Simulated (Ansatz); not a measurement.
A computed series for AlRu: pressure series

Consider AlRu in the CsCl type structure (space group Pm-3m, No. 221).

```yaml
crystal:
  lattice:
    - [3.00370, 0.00000, 0.00000]
    - [0.00000, 3.00370, 0.00000]
    - [0.00000, 0.00000, 3.00370]
  atoms:
    - { symbol: Al, position: [0.50000, 0.50000, 0.50000] }
    - { symbol: Ru, position: [0.00000, 0.00000, 0.00000] }
```

Cell and atoms are relaxed at each pressure.

Calculations: PBE (Ansatz, a first-principles code, PAW, no spin-orbit coupling).

```json
[
 {"P (GPa)": "-2.00", "V (Å³/atom)": "13.687"},
 {"P (GPa)": "-1.00", "V (Å³/atom)": "13.618"},
 {"P (GPa)": "0.90", "V (Å³/atom)": "13.491"},
 {"P (GPa)": "2.10", "V (Å³/atom)": "13.414"},
 {"P (GPa)": "4.49", "V (Å³/atom)": "13.268"},
 {"P (GPa)": "9.00", "V (Å³/atom)": "13.013"},
 {"P (GPa)": "15.00", "V (Å³/atom)": "12.710"},
 {"P (GPa)": "22.50", "V (Å³/atom)": "12.376"},
 {"P (GPa)": "30.00", "V (Å³/atom)": "12.082"}
]
```

A third-order Birch–Murnaghan fit to these points gives V₀ = 13.55 Å³/atom, B₀ = 204 GPa and B₀′ = 4.3. At pressure 30 GPa the volume is 89.2 % of V₀.

Load acts through the strain it causes; cell and atoms are relaxed under it. Whether these cells are dynamically stable was not tested. No other phases were tried under pressure. The final runs are not spin-polarised.
